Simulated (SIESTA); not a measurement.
SIESTA run on Li3Mg (Pm-3m, 4 atoms in the cell): self-consistent single point

Level of theory: GGA PBEsol, numerical atomic orbitals DZP, PseudoDojo PBEsol standard norm-conserving potentials (rewritten from UPF to PSML) run with SIESTA 5.4.2.

This input was run:

```
# files in the folder: Li.psml Mg.psml (PseudoDojo PBEsol standard)
SystemName  Li3Mg
SystemLabel siesta

NumberOfAtoms                4
NumberOfSpecies              2
%block ChemicalSpeciesLabel
  1 3 Li
  2 12 Mg
%endblock ChemicalSpeciesLabel
LatticeConstant              4.304301 Ang
%block LatticeVectors
     1.000000000    0.000000000    0.000000000
     0.000000000    1.000000000    0.000000000
     0.000000000    0.000000000    1.000000000
%endblock LatticeVectors
AtomicCoordinatesFormat      Fractional
%block AtomicCoordinatesAndAtomicSpecies
     0.500000000    0.500000000    0.000000000  1
     0.000000000    0.500000000    0.500000000  1
     0.500000000    0.000000000    0.500000000  1
     0.000000000    0.000000000    0.000000000  2
%endblock AtomicCoordinatesAndAtomicSpecies

XC.functional                GGA
XC.authors                   PBEsol
PAO.BasisSize                DZP
PAO.EnergyShift              0.01 Ry
PAO.Polarization.NonPerturbative true
MeshCutoff                   300 Ry
%block kgrid.MonkhorstPack
   10   0   0  0.0
    0  10   0  0.0
    0   0  10  0.0
%endblock kgrid.MonkhorstPack
OccupationFunction           MP
OccupationMPOrder            0
ElectronicTemperature        100.0 meV

MaxSCFIterations             150
SCF.Mixer.Method             Pulay
SCF.Mixer.Weight             0.1
SCF.Mixer.History            8
SCF.DM.Tolerance             1.0E-04
Diag.ParallelOverK           true
WriteForces                  true
```

The program printed (abridged):

```
reinit: Reading from file input.fdf

reinit: System Name: Li3Mg
reinit: System Label: siesta

coor:   Atomic-coordinates input format  =     Fractional

siesta: Atomic coordinates (Bohr) and species
siesta:      4.06698   4.06698   0.00000  1        1
siesta:      0.00000   4.06698   4.06698  1        2
siesta:      4.06698   0.00000   4.06698  1        3
siesta:      0.00000   0.00000   0.00000  2        4

siesta: System type = bulk

initatomlists: Number of atoms, orbitals, and projectors:      4    27    32

siesta: ******************** Simulation parameters ****************************
redata: Spin configuration                          = none
redata: Time-Reversal Symmetry                      = T
redata: Number of Atomic Species                    =        2
redata: Mesh Cutoff                                 =   300.0000 Ry
redata: Net charge of the system                    =     0.0000 |e|
redata: Min. number of SCF Iter                     =        0
redata: Max. number of SCF Iter                     =      150
redata: SCF convergence failure will abort job
redata: SCF mix quantity                            = Hamiltonian
redata: Mix DM or H after convergence               =   F
redata: Recompute H after scf cycle                 =   F
redata: Mix DM in first SCF step                    =   T
redata: No kicks to SCF
redata: DM Mixing Weight for Kicks                  =     0.5000
redata: Require Harris convergence for SCF          =   F
redata: Harris energy tolerance for SCF             =     0.000100 eV
redata: Require DM convergence for SCF              =   T
redata: DM tolerance for SCF                        =     0.000100
redata: Require EDM convergence for SCF             =   F
redata: EDM tolerance for SCF                       =     0.001000 eV
redata: Require H convergence for SCF               =   T
redata: Hamiltonian tolerance for SCF               =     0.001000 eV
redata: Require (free) Energy convergence for SCF   =   F
redata: (free) Energy tolerance for SCF             =     0.000100 eV
redata: Using DFT-D3 dispersion                     =   F
redata: Using Saved Data (generic)                  =   F
redata: Method of Calculation                       = Diagonalization
redata: Electronic Temperature                      =  1160.4518 K
redata: Number of TDED substeps                     =        3
redata: Dynamics option                             = Single-point calculation
redata: Save all siesta data in one NC              =   F
redata: ***********************************************************************

%block SCF.Mixers
  Pulay
%endblock SCF.Mixers

%block SCF.Mixer.Pulay
  # Mixing method
  method pulay
  variant stable

  # Mixing options
  weight 0.1000
  weight.linear 0.1000
  history 8
%endblock SCF.Mixer.Pulay

DM_history_depth set to one: no extrapolation allowed by default for geometry relaxation
Size of DM history Fstack: 1
Total number of electrons:    19.000000
Total ionic charge:    19.000000

* ProcessorY, Blocksize:    1  28

* Orbital distribution balance (max,min):    27    27

k-point displ. along   1 input, could be:     0.00    0.50
k-point displ. along   2 input, could be:     0.00    0.50
k-point displ. along   3 input, could be:     0.00    0.50
 Kpoints in:          600 . Kpoints trimmed:          560

siesta: k-grid: Number of k-points = 560
siesta: k-points from Monkhorst-Pack grid
siesta: k-cutoff (effective) =    21.522 Ang
siesta: k-point supercell and displacements
siesta: k-grid:    10     0     0      0.000
siesta: k-grid:     0    10     0      0.000
siesta: k-grid:     0     0    10      0.000

diag: Algorithm                                     = D&C
diag: Parallel over k                               =   F
diag: Use parallel 2D distribution                  =   F
diag: Parallel block-size                           = 28
diag: Parallel distribution                         =     1 x     1
diag: Used triangular part                          = Lower
diag: Absolute tolerance                            =  0.100E-15
diag: Orthogonalization factor                      =  0.100E-05
diag: Memory factor                                 =  1.0000

superc: Internal auxiliary supercell:     5 x     5 x     5  =     125
superc: Number of atoms, orbitals, and projectors:    500   3375   4000

                        Single-point calculation

superc: Internal auxiliary supercell:     5 x     5 x     5  =     125
superc: Number of atoms, orbitals, and projectors:    500   3375   4000

outcell: Unit cell vectors (Ang):
        4.304301    0.000000    0.000000
        0.000000    4.304301    0.000000
        0.000000    0.000000    4.304301

outcell: Cell vector modules (Ang)   :    4.304301    4.304301    4.304301
outcell: Cell angles (23,13,12) (deg):     90.0000     90.0000     90.0000
outcell: Cell volume (Ang**3)        :     79.7458
new_DM -- step:     1
Initializing Density Matrix...

Attempting to read DM from file... Failed...
DM filled with atomic data:

InitMesh: MESH = 48 x 48 x 48 = 110592
InitMesh: Mesh cutoff (required, used) =   300.000   343.700 Ry

stepf: Methfessel-Paxton step function
       Using Hermite-Gauss polynomials of order  0

        iscf     Eharris(eV)        E_KS(eV)     FreeEng(eV)     dDmax    Ef(eV) dHmax(eV)
   scf:    1    -2184.856174    -2196.038026    -2196.044902  1.834792 -5.553303  6.885553
   scf:    2    -2196.251922    -2196.146796    -2196.153611  0.011718 -5.554121  5.912371
   scf:    3    -2196.477965    -2196.398735    -2196.408207  0.086829 -5.525782  0.293291
   scf:    4    -2196.321606    -2196.362614    -2196.372384  0.016568 -5.518203  0.576777
   scf:    5    -2196.431229    -2196.414958    -2196.424069  0.049965 -5.562495  0.168916
   scf:    6    -2196.415732    -2196.415352    -2196.424510  0.000975 -5.561588  0.148413
   scf:    7    -2196.417276    -2196.416466    -2196.425803  0.004158 -5.559184  0.053148
   scf:    8    -2196.416587    -2196.416571    -2196.425975  0.002227 -5.557832  0.000815
   scf:    9    -2196.416575    -2196.416573    -2196.425976  0.000034 -5.558223  0.000091

SCF Convergence by DM+H criterion
max |DM_out - DM_in|         :     0.0000336657
max |H_out - H_in|      (eV) :     0.0000913191
SCF cycle converged after 9 iterations

Using DM_out to compute the final energy and forces

siesta: E_KS(eV) =            -2196.4166

siesta: E_KS - E_eggbox =     -2196.4166

siesta: Atomic forces (eV/Ang):
     1   -0.000000   -0.000000   -0.000000
     2    0.000000   -0.000000   -0.000000
     3   -0.000000   -0.000000   -0.000000
     4   -0.000000    0.000000    0.000000
   Tot   -0.000000   -0.000000    0.000000
   Max    0.000000
   Res    0.000000    sqrt( Sum f_i^2 / 3N )
   Max    0.000000    constrained

Stress tensor Voigt[x,y,z,yz,xz,xy] (kbar):       -3.36       -3.36       -3.36       -0.00       -0.00        0.00
(Free)E + p*V (eV/cell)    -2196.2587
Target enthalpy (eV/cell)    -2196.4260

siesta: Program's energy decomposition (eV):
siesta: Ebs     =      -802.879054
siesta: Eions   =      2518.989964
siesta: Ena     =       171.826384
siesta: Ekin    =      1340.798956
siesta: Enl     =      -859.188456
siesta: Eso     =         0.000000
siesta: Edftu   =         0.000000
siesta: DEna    =        11.890966
siesta: DUscf   =         0.697980
siesta: DUext   =         0.000000
siesta: Ex      =      -322.122661
siesta: Ec      =       -21.329777
siesta: Exc     =      -343.452438
siesta: Eharris =     -2196.416575
siesta: Etot    =     -2196.416573
siesta: FreeEng =     -2196.425976

siesta: Stress tensor (static) (eV/Ang**3):
siesta:    -0.002097   -0.000000    0.000000
siesta:     0.000000   -0.002097   -0.000000
siesta:    -0.000000   -0.000000   -0.002097

siesta: Cell volume =         79.745815 Ang**3

siesta: Pressure (static):
siesta:                Solid            Molecule  Units
siesta:           0.00002284          0.00002284  Ry/Bohr**3
siesta:           0.00209707          0.00209707  eV/Ang**3
siesta:           3.35988009          3.35988009  kBar
```

The run converged in 9 iterations.

The starting cell comes from a database of computed structures (which also holds hypothetical and non-ambient phases and stackings), without a prior relaxation at this level. Its lattice was rescaled by a random factor within 2.5 % of one. Values carry the incompleteness of an atom-centred basis.
